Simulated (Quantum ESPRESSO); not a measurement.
# Convergence series on Ba4Bi3O11 (Amm2, 18 atoms in the cell)

```
Ba4Bi3O11
1.0
    8.93525     0.00000     0.00000
    0.00000     4.39572     4.39621
    0.00000    -4.39572     4.39621
Ba Bi O
4 3 11
Direct
  0.74453   0.50748   0.04652
  0.25547   0.04652   0.50748
  0.25547   0.50748   0.04652
  0.74453   0.04652   0.50748
  0.00000   0.00915   0.00915
  0.50000   0.01030   0.01030
  0.50000   0.51935   0.51935
  0.75064   0.00996   0.00996
  0.24936   0.00996   0.00996
  0.50000   0.25270   0.75384
  0.50000   0.75384   0.25270
  0.50000   0.76354   0.76354
  0.00000   0.10154   0.69500
  0.00000   0.69500   0.10154
  0.73121   0.50786   0.50786
  0.26879   0.50786   0.50786
  0.00000   0.23987   0.23987
  0.50000   0.26107   0.26107
```

Method: PBEsol, SSSP 1.1.2 efficiency (PBE) pseudopotentials (plane waves; Quantum ESPRESSO 7.5).

The starting cell comes from a database of computed structures (which also holds hypothetical and non-ambient phases and stackings), without a prior relaxation at this level. In the base run, with a pressure of about -5 GPa the cell is away from its equilibrium volume at this level. Without a gap this mesh is coarse (it stands for a supercell whose shortest vector is 18 Å).

Held fixed: ecutwfc = 55 Ry; ecutrho = 440 Ry; occupations = smearing; smearing = cold; degauss = 0.0073499 Ry; input_dft = pbesol; K_POINTS = automatic 2 3 3 0 0 0.

ΔF is the free energy per atom less that of the last row (7.3e-14 Ry).

```tsv
conv_thr	ΔF (meV/atom)	pressure (GPa)	largest force (eV/Å)	iterations
0.0073 Ry	1.13	-1.75	0.564	7
0.00073 Ry	0.39	-4.80	0.617	9
7.3e-05 Ry	0.02	-4.52	0.560	12
7.3e-06 Ry	0.00	-4.63	0.564	15
7.3e-07 Ry	0.00	-4.63	0.563	16
7.3e-08 Ry	0.00	-4.63	0.562	19
7.3e-10 Ry	0.00	-4.63	0.563	23
1e-10 Ry	0.00	-4.63	0.562	26
7.3e-12 Ry	0.00	-4.63	0.562	26
7.3e-14 Ry	0.00	-4.63	0.562	32
```

Energy within 0.5 meV/atom of the last row: from conv_thr = 0.00073 Ry on; the one before it is off by 1.1 meV/atom.

Pressure within 1 GPa of the last row: from conv_thr = 0.00073 Ry on; the one before it is off by 2.9 GPa. The value it settles on is -4.6 GPa at this level of theory and with the other settings as held.
